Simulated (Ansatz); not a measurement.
**Response to strain in TaN**

Consider TaN in the rock salt structure (space group Fm-3m, No. 225; a = 4.375 Å; relaxed with 0.1 eV smearing).

Strains are applied to the cell and any free atomic positions relax.

All numbers come from plane-wave PAW DFT at the PBEsol level (Ansatz, a first-principles code, 420 eV), spin-orbit coupling left out, earlier PAW set.

Notes on the quantities. energy relative to the base: free energy F.

| isotropic strain (%) | energy relative to the base (meV/atom) |
|---|---|
| -5.01 | 313.9 |
| -2.47 | 69.7 |
| -0.75 | ? |
| -0.71 | 5.4 |
| 0 | 0.0 |

Problem. Fit ΔE = Aε² + Bε³ (ε in %) to the rows shown and predict the withheld row.

Solution. Least squares on the printed values gives A = 10.4 and B = -0.43 meV/atom (largest residual 0.0 meV/atom); this predicts 6.0 meV/atom, and the run gives 6.1 meV/atom, in agreement.

Whether these cells are dynamically stable was not tested. All final runs are without spin polarisation. This is not the structure that TaN has at room temperature and ambient pressure.
